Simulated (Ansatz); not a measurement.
Start from WSi2 (space group I4/mmm, No. 139; a = 3.185 Å, c = 7.773 Å; relaxed with 0.1 eV smearing). Axes: x, y, z lie along a, b, c of the conventional cell.

All numbers come from plane-wave PAW DFT at the LDA level (Ansatz, a first-principles code, 420 eV), scalar-relativistic without spin-orbit coupling.

The change: uniaxial strain ε_zz = +1.00 %, all other strain components held at zero; the atoms relax in the strained cell.

Predict the stress tensor and what it implies for the stiffness.

Stress of the strained cell less that of the base (GPa, compression positive):
```
   -1.0     0.0     0.0
    0.0    -1.0     0.0
    0.0     0.0    -5.4
```

Then −Δσ_ii/ε with ε = 0.0100 gives relaxed-ion elastic constants: C33 ≈ 541 GPa, C13 ≈ 102 GPa and C23 ≈ 102 GPa.

Stability against distortions was not tested. The final runs are not spin-polarised.
